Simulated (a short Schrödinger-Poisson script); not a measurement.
Structure: symmetric double-gate stack, SiO2 on p-type Si(100), at 400 K.

| layer | material | thickness (nm) | Na (cm⁻³) |
|---|---|---|---|
| 1 | SiO2 | 1 | - |
| 2 | Si | 10 | 4e15 |
| 3 | SiO2 | 1 | - |

The device is made up for the run: typed textbook-type constants, with dimensions and the other settings drawn at random. SiO2: permittivity 3.9, conduction-band edge (eV) 3.15, gap (eV) 9, electron mass (mₑ) 0.5. Si: permittivity 11.7, conduction-band edge (eV) 0, gap (eV) 1.124, Nv at 300 K (cm⁻³) 3.1e19.

Channel valleys (confinement mass, in-plane density-of-states mass, number): Δ2 0.916, 0.19, 2; Δ4 0.19, 0.417, 4. At the gates, both at one voltage, the conduction-band edge of layer 1 lies 3.32 eV − eVg above the Fermi level of the channel. Gaps are held at their typed values at every temperature. Mesh 0.03 nm at interfaces.

Solved with a short Schrödinger-Poisson script written for these runs: 1D Poisson equation in equilibrium, electrons quantum, Hartree (BenDaniel-Duke, 12 states a valley, the channel's in-plane mass for all, wave functions free to enter the dielectric), parabolic valleys, classical holes, full ionisation, no traps, pinning or gate leakage.

The same stack at other levels of the model or other numerical settings:

| run | sheet density of all electrons at Vg = 0.85 V (cm⁻²) | sheet density of all electrons at Vg = 0.25 V (cm⁻²) | capacitance of both gates at Vg = 0.85 V (μF/cm²) | gate voltage at 1e11 electrons/cm² (V) | rough cost against the base |
|---|---|---|---|---|---|
| base | 2.04e13 | 3.84e12 | 4.95 | -0.02 | about 1 |
| electrons treated as classical, Boltzmann | 2.59e13 | 4.88e12 | 6.17 | -0.03 | 0.02 |
| electrons treated as classical, Fermi-Dirac | 2.46e13 | 4.81e12 | 5.68 | -0.03 | 0.09 |
| mesh six times as coarse | 2.03e13 | 3.83e12 | 4.93 | -0.02 | 0.3 |

The classical rows ignore confinement, and Boltzmann statistics overrate the density once the band edge passes the Fermi level.
